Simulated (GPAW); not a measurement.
**GPAW run on Be (P6_3/mmc, 2 atoms in the cell): self-consistent single point**

Method: PBE, LCAO dzp, GPAW PAW datasets PBE (gpaw-data 1.0.1) run with GPAW 25.7.0.

Input as run:

```python
from ase import Atoms
from gpaw import GPAW, FermiDirac

atoms = Atoms(['Be', 'Be'],
              cell=[[2.280860, 0.000000, 0.000000],
                    [-1.140430, 1.975283, 0.000000],
                    [0.000000, 0.000000, 3.599476]],
              scaled_positions=[[0.333333, 0.666667, 0.750000],
                                [0.666667, 0.333333, 0.250000]],
              pbc=True)

calc = GPAW(mode='lcao',
            h=0.18,
            basis='dzp',
            xc='PBE',
            kpts={'size': (19, 19, 10), 'gamma': True},
            occupations=FermiDirac(0.1),
            convergence={'density': 1e-05, 'energy': 1e-05},
            symmetry={'symmorphic': False, 'tolerance': 0.0005},
            maxiter=120)

atoms.calc = calc

energy = atoms.get_potential_energy()
print('Energy (eV):', round(energy, 6))
forces = atoms.get_forces()
print('Forces (eV/Ang):')
print(forces.round(5))
```

Output (repeated stretches shortened):

```
Input parameters:
  basis: dzp
  convergence: {density: 1e-05,
                energy: 1e-05}
  h: 0.18
  kpts: {gamma: True,
         size: (19, 19, 10)}
  maxiter: 120
  mode: lcao
  occupations: {fixmagmom: False,
                name: fermi-dirac,
                width: 0.1}
  symmetry: {symmorphic: False,
             tolerance: 0.0005}
  xc: PBE

species:
  Be:
    name: Beryllium
    Z: 4.0
    valence: 2
    core: 2
    charge: 0.0
    file: Be.PBE.gz

    # LCAO basis set for Be:
    #   Name: dzp
    #   File: Be.dzp.basis.gz
    #   Number of radial functions: 3
    #   Number of spherical harmonics: 5
    #     l=0, rc=8.2188 Bohr: 2s-sz confined orbital
    #     l=0, rc=4.8281 Bohr: 2s-dz split-valence wave
    #     l=1, rc=8.2188 Bohr: p-type Gaussian polarization
    #   Number of RI-basis functions 0

Reference energy: -796.369947  # eV

Spin-paired calculation

Convergence criteria:
 Maximum [total energy] change in last 3 cyles: 1e-05 eV / valence electron
 Maximum integral of absolute [dens]ity change: 1e-05 electrons / valence electron
 Maximum integral of absolute [eigenst]ate change: 4e-08 eV^2 / valence electron
 Maximum number of scf [iter]ations: 120

Symmetries present (total): 24
Symmetries with fractional translations: 12
3610 k-points: 19 x 19 x 10 Monkhorst-Pack grid + [0.000000,0.000000,1/20]
240 k-points in the irreducible part of the Brillouin zone
       k-points in crystal coordinates                weights
   0:     0.00000000    0.00000000    0.00000000          1/3610
   1:     0.00000000    0.00000000    0.10000000          2/3610
   2:     0.00000000    0.00000000    0.20000000          2/3610
   [... 7 lines left out ...]
          ...
 239:     0.47368421    0.47368421    0.50000000          6/3610

Wave functions: LCAO
  Diagonalizer: Serial LAPACK
  Atomic Correction: dense with blas
  Data-type: complex

Occupation numbers: Fermi-Dirac:
  width: 0.1000  # eV

Eigensolver
   LCAO using direct dense diagonalizer

Densities:
  Coarse grid: 12*12*20 grid
  Fine grid: 24*24*40 grid
  Total Charge: 0.000000

Density mixing:
  Method: separate
  Backend: pulay
  Linear mixing parameter: 0.05
  old densities: 5
  Damping of long wavelength oscillations: 50

Hamiltonian:
  XC and Coulomb potentials evaluated on a 24*24*40 grid
  Interpolation: tri-quintic (5. degree polynomial)
  Poisson solver: FastPoissonSolver using
    Stencil: 8*3+1=25 point O(h^6) finite-difference Laplacian
    FFT axes: [np.int64(0), np.int64(1), np.int64(2)]
    FST axes: []

XC parameters: PBE with 2 nearest neighbor stencil

Number of atoms: 2
Number of atomic orbitals: 10
Number of bands in calculation: 7
Number of valence electrons: 4
Bands to converge: occupied

Density initialized from atomic densities

        Be

          Be

Atomic positions and initial magnetic moments

Positions:
   0 Be    -0.000001    1.316856    2.699607    ( 0.0000,  0.0000,  0.0000)
   1 Be     1.140431    0.658427    0.899869    ( 0.0000,  0.0000,  0.0000)

Unit cell:
           periodic     x           y           z      points  spacing
  1. axis:    yes    2.280860    0.000000    0.000000    12     0.1646
  2. axis:    yes   -1.140430    1.975283    0.000000    12     0.1646
  3. axis:    yes    0.000000    0.000000    3.599476    20     0.1800

  Lengths:   2.280860   2.280860   3.599476
  Angles:   90.000000  90.000000 119.999996

Effective grid spacing dv^(1/3) = 0.1779

     iter     time        total  log10-change:
                         energy   eigst   dens
iter:   1 --:--:--    -6.339424        c
iter:   2 --:--:--    -6.340628        c -1.08
iter:   3 --:--:--    -6.356251        c -1.10
iter:   4 --:--:--    -6.356248        c -2.90
iter:   5 --:--:--    -6.356248c       c -3.12
iter:   6 --:--:--    -6.356248c       c -4.85
iter:   7 --:--:--    -6.356248c       c -5.24c

Converged after 7 iterations.

Dipole moment: (0.092002, 0.159352, 0.187066) |e|*Ang

Energy contributions relative to reference atoms: (reference = -796.369947)

Kinetic:         +4.589067
Potential:       -0.105809
External:        +0.000000
XC:             -10.545221
Entropy (-ST):   -0.002528
Local:           -0.293021
SIC:             +0.000000
--------------------------
Free energy:     -6.357512
Extrapolated:    -6.356248

Showing only first 2 kpts
 Kpt  Band  Eigenvalues  Occupancy
  0     0     -3.94818    2.00000
  0     1      3.19657    2.00000
  0     2      8.64751    0.00525
  0     3     24.36213    0.00000

  1     0     -3.86121    2.00000
  1     1      2.64542    2.00000
  1     2      9.43655    0.00000
  1     3     24.43484    0.00000

Fermi level: 8.05344

No gap
No difference between direct/indirect transitions
Energy (eV): -6.356248

Forces in eV/Ang:
  0 Be    0.00000    0.00000   -0.00000
  1 Be   -0.00000   -0.00000   -0.00000
```

The run converged in 7 iterations.

The starting cell comes from a database of computed structures (which also holds hypothetical and non-ambient phases and stackings), without a prior relaxation at this level. Its lattice was rescaled by a random factor within 2.5 % of one. Values carry the incompleteness of an atom-centred basis.

Cost on one core of a shared machine: roughly 5 min.
